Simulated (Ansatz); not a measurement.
# Response to strain in HfO2

Consider HfO2 in the fluorite structure (space group Fm-3m, No. 225; a = 5.098 Å).

Strains are applied to the cell and any free atomic positions relax.

Level of theory: PBE (Ansatz, a program for electronic structure), no spin-orbit coupling.

```json
[
 {"isotropic strain (%)": "-3", "band gap (eV)": "3.96"},
 {"isotropic strain (%)": "-2", "band gap (eV)": "?"},
 {"isotropic strain (%)": "-1.5", "band gap (eV)": "3.86"},
 {"isotropic strain (%)": "-0.5", "band gap (eV)": "3.78"},
 {"isotropic strain (%)": "0", "band gap (eV)": "3.75"},
 {"isotropic strain (%)": "1.5", "band gap (eV)": "3.64"},
 {"isotropic strain (%)": "2", "band gap (eV)": "3.60"},
 {"isotropic strain (%)": "2.5", "band gap (eV)": "3.56"},
 {"isotropic strain (%)": "3", "band gap (eV)": "3.52"}
]
```

**Question.** Fit E_g = E₀ + Dε (ε in %) to the rows shown and predict the withheld row.

**Answer.** Least squares on the printed values gives E₀ = 3.75 eV, D = -73.4 meV per % of strain (largest residual 0.01 eV); this predicts 3.89 eV, and the run gives 3.89 eV, in agreement.

With Hf present, leaving out spin-orbit coupling can change the band edges. No phonon test of stability was made. This is not the structure that HfO2 has at room temperature and ambient pressure.
